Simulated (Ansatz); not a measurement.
Model glasses of amorphous SiO2, 75 to 79 atoms (Si24O48 before any change). Each row is one cell at a composition chosen by hand, melted whole on the CHGNet potential with the anions pushed apart under 1.9 Å, quenched within some picoseconds, far faster than a real film, and relaxed with PBE, scalar-relativistic without spin-orbit coupling (plane waves to 420 eV, PAW; Ansatz, a program for electronic structure). Each is the lower in DFT energy of 2 quenches. Cycles of charging and discharging were tried on the cells ahead of these points, and a cell that came back lower was taken. The column on the box says what of it was relaxed with the atoms; held means as the quench left it. Cells that kept moments or hold spare charge are left out. So are cells far out in the fitted variable, so that no row sets the line alone.

At the relaxed places, the spacing of the highest filled and the lowest empty level was computed at the zone centre with PBE and with r2SCAN, without spin polarisation, or with spin where the moments then died out. A level counts as spread where PBE shares it among more than a fifth of the atoms; else the element of the atom with the largest weight is named. Formal charges balance in every cell (each cation at its usual highest valence, Cu and Ag at +1, Sb at +3, H at +1, O at −2, N at −3, F and Cl at −1). r2SCAN ran with plane waves to 500 eV. Where a level is localised, the spacing isn't the band gap.

```tsv
cell	change	box	highest filled on	lowest empty on	spacing, PBE (eV)	spacing, r2SCAN (eV)
Si24O49Cu2	+2 Cu, +1 O	volume and shape	Cu	spread	2.76	3.15
Si24O53Nb2	+2 Nb, +5 O	volume	O	Nb	3.37	3.72
Si24O50Sn	+2 O, +1 Sn	shape	O	Sn	3.69	4.32
Si24O51Lu2	+2 Lu, +3 O	shape	O	spread	4.09	withheld
Si24O51Y2	+3 O, +2 Y	shape	O	spread	4.25	4.85
Si24O51Ga2	+2 Ga, +3 O	shape	spread	spread	4.59	5.24
Si24O50Zr	+2 O, +1 Zr	shape	O	Zr	4.94	5.54
```

Task: Fit a straight line of the last column on the one before it through the 6 full rows, and predict the withheld value for Si24O51Lu2.

Result: Means: x = 3.933, y = 4.470. Slope = Σ(Δx Δy) / Σ(Δx²) = 3.7109 / 3.2981 = 1.125; intercept = 4.470 − (1.125) × 3.933 = 0.045 eV; r.m.s. residual 0.076 eV. Prediction: 0.045 + (1.125) × 4.09 = 4.65 eV. The run gave 4.69 eV, a miss of 0.04 eV, within the residual.
